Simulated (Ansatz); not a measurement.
The boundary is one mirror-built cell; no search for the lowest one was made.

System: Σ11 (113) symmetric tilt boundary in fcc Rh, with one N atom a cell (12.2 Å²) in the boundary; relaxed on a coarser mesh with the in-plane cell held.

Data:

```xyz
35
Lattice="2.7084 0.0000 0.0000 1.3542 4.4913 0.0000 0.0000 0.0000 39.9870" Properties=species:S:1:pos:R:3 pbc="T T T"
Rh     0.0000    -0.0058     1.0014
Rh     1.3542     2.0380     2.2778
Rh     2.7084     4.0732     3.3485
Rh     2.7084     1.6188     4.5383
Rh     1.3542     3.6664     5.6859
Rh     1.3542     1.2166     6.8414
Rh     2.7084     3.2581     7.9970
Rh     2.7084     0.8083     9.1525
Rh     1.3542     2.8498    10.3080
Rh     1.3542     0.4000    11.4636
Rh     2.7084     2.4415    12.6191
Rh     0.0000    -0.0083    13.7746
Rh     1.3542     2.0332    14.9302
Rh     2.7084     4.0747    16.0857
Rh     2.7084     1.6273    17.2393
Rh     1.3542     3.6394    18.3589
Rh     1.3542     1.2658    19.5790
Rh     2.7084     3.3786    20.9945
Rh     1.3542     1.2664    22.4101
Rh     1.3542     3.6403    23.6304
Rh     2.7084     1.6285    24.7501
Rh     2.7084     4.0768    25.9037
Rh     1.3542     2.0353    27.0593
Rh     0.0000    -0.0062    28.2148
Rh     2.7084     2.4436    29.3704
Rh     1.3542     0.4021    30.5260
Rh     1.3542     2.8519    31.6815
Rh     2.7084     0.8104    32.8371
Rh     2.7084     3.2602    33.9926
Rh     1.3542     1.2187    35.1482
Rh     1.3542     3.6685    36.3037
Rh     2.7084     1.6204    37.4513
Rh     2.7084     4.0745    38.6410
Rh     1.3542     2.0391    39.7121
N      2.7084     0.4624    20.9950
```

The resistance of the junction is A R = A (h/e²)[1/T − 1/(2N₁) − 1/(2N₂)] a spin, with T the transmission and N₁, N₂ the leads' channels in a cell of area A; the spins conduct in parallel.

Values are means of three energies within 0.05 eV of the Fermi level, on a potential converged at a Fermi-Dirac width of 0.05 eV. Resistances leave out the leads' Sharvin resistance. Spin-orbit coupling is left out.

**Question.** Predict the specific resistance of the junction and the share of channels that pass from PBE run with Ansatz (an electronic-structure program).

**Answer.** AR = 0.53 × 10⁻¹⁵ Ω m²; 45 % of the channels of the narrower lead pass.
